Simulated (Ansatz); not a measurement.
Input and output of a self-consistent single point for Ti3Al (P3m1, 8 atoms in the cell) (Ansatz, a first-principles code).

Computed with LDA (PW92), default PAW files made with PBE (plane waves; Ansatz).

```xyz
8
Lattice="5.7764 0.0000 0.0000 -2.8882 5.0025 0.0000 0.0000 0.0000 4.6537" Properties=species:S:1:pos:R:3 pbc="T T T"
Ti     2.8882     3.3007     1.1634
Ti     0.0000     1.7019     3.4903
Ti    -1.4144     4.1516     3.4903
Ti     4.3026     0.8509     1.1634
Ti     1.4739     0.8509     1.1634
Ti     1.4144     4.1516     3.4903
Al     0.0000     3.3350     1.2134
Al     2.8882     1.6675     3.4903
```

Reference input (self-consistent single point, DFT, LDA (PW92), plane waves, default PAW files made with PBE): basis.ecutwfc = 420 eV; kpoints.mp_grid.grid = 6 6 6; hamiltonian.xc = lda; hamiltonian.pseudopotentials = {kind: paw} (the program's default PAW files); scf.occupations.method = fermi_dirac; scf.occupations.width = 0.1 eV. This run's input differs from it in these lines:

Ansatz 0.2 input:
```diff
@@ -17,3 +17,3 @@
 kpoints:
-  mp_grid: { grid: [6, 6, 6] }
+  mp_grid: { grid: [4, 4, 5] }
 hamiltonian:
@@ -22,3 +22,3 @@
 scf:
-  occupations: { method: fermi_dirac, width: 0.1 }
+  occupations: { method: fermi_dirac, width: 0.05 }
 output:
```

The program printed (abridged):

```
SCF iter   1: F=—  HF=-15729.661051 eV  |F-HF|=—  |Δ(HF+E_count)|=         —  Δρ=5.93e-3  dr2=2.86e-2  ethr=1.77e-3  ⟨swp⟩=7.4  Hψ=2707  notcnv=0
all-band conjugate gradients solve this SCF's bands
preconditioner: auto → Kerker (q_TF=auto, 2.492 Å⁻¹)
SCF iter   2: F=—  HF=-15729.657846 eV  |F-HF|=—  |Δ(HF+E_count)|=   3.21e-3  Δρ=3.50e-3  dr2=1.11e-2  ethr=3.66e-5  ⟨swp⟩=1.9  Hψ=867  notcnv=0
SCF iter   3: F=—  HF=-15729.655874 eV  |F-HF|=—  |Δ(HF+E_count)|=   1.97e-3  Δρ=7.36e-4  dr2=1.04e-3  ethr=1.42e-5  ⟨swp⟩=2.0  Hψ=972  notcnv=0
SCF iter   4: F=—  HF=-15729.655647 eV  |F-HF|=—  |Δ(HF+E_count)|=   2.27e-4  Δρ=2.17e-4  dr2=8.93e-5  ethr=1.33e-6  ⟨swp⟩=2.0  Hψ=842  notcnv=0
SCF iter   5: F=—  HF=-15729.655619 eV  |F-HF|=—  |Δ(HF+E_count)|=   2.87e-5  Δρ=9.14e-5  dr2=1.34e-5  ethr=1.14e-7  ⟨swp⟩=2.0  Hψ=815  notcnv=0
SCF iter   6: F=—  HF=-15729.655615 eV  |F-HF|=—  |Δ(HF+E_count)|=   3.27e-6  Δρ=1.45e-5  dr2=3.13e-7  ethr=1.72e-8  ⟨swp⟩=2.0  Hψ=861  notcnv=0
SCF iter   7: F=-15729.655615 eV  HF=-15729.655615 eV  |F-HF|=7.17e-9  |Δ(HF+E_count)|=   9.29e-8  Δρ=3.36e-6  dr2=1.14e-8  ethr=1.28e-10  ⟨swp⟩=8.5  Hψ=2385  notcnv=0
SCF 1 converged in 7 iterations: F = -15729.655615 eV  dr2 = 1.14e-8
Free energy (F): -15729.655615 eV
Internal energy: -15729.603416 eV  (E = F + TS)
E sigma→0 (E₀):  -15729.629515 eV
Entropy (-TS):   -0.052200 eV (-6.525 meV/atom)
Fermi energy:    11.719344 eV
--- Forces (eV/Å), atoms counted from 1 ---
  atom   1  Ti     0.00000000     0.07321257     0.02695088
  atom   2  Ti    -0.00000000    -0.07994057     0.07939513
  atom   3  Ti    -0.06923057     0.03997029     0.07939513
  atom   4  Ti     0.06340395    -0.03660629     0.02695088
  atom   5  Ti    -0.06340395    -0.03660629     0.02695088
  atom   6  Ti     0.06923057     0.03997029     0.07939513
  atom   7  Al     0.00000000     0.00000000    -0.33489878
  atom   8  Al     0.00000000    -0.00000000     0.01586920
--- Stress (GPa, compression-positive) ---
       -8.646703      -0.000000      -0.000000
       -0.000000      -8.646703      -0.000000
        0.000000      -0.000000      -7.735584
  P = ⅓ Tr σ = -8.3430 GPa (-83.430 kbar)
  The stress holds the Pulay correction. Without it, at fixed plane waves, as pw.x and ABINIT print it: P = -8.3848 GPa
```

The run converged in 7 iterations. Against the reference run the free energy goes up by 10.4 meV/atom, the pressure goes from -8.24 to -8.34 GPa and the largest force moves little (0.339 to 0.335 eV/Å).

The starting cell comes from a database of computed structures (which also holds hypothetical and non-ambient phases and stackings), without a prior relaxation at this level. Its lattice was rescaled by up to half a per cent. One atom was moved a little off its site on purpose. Spin polarisation is off. With a pressure of about -8 GPa the cell is away from its equilibrium volume at this level. Ansatz's pressure includes its estimate of the finite-basis (Pulay) stress.
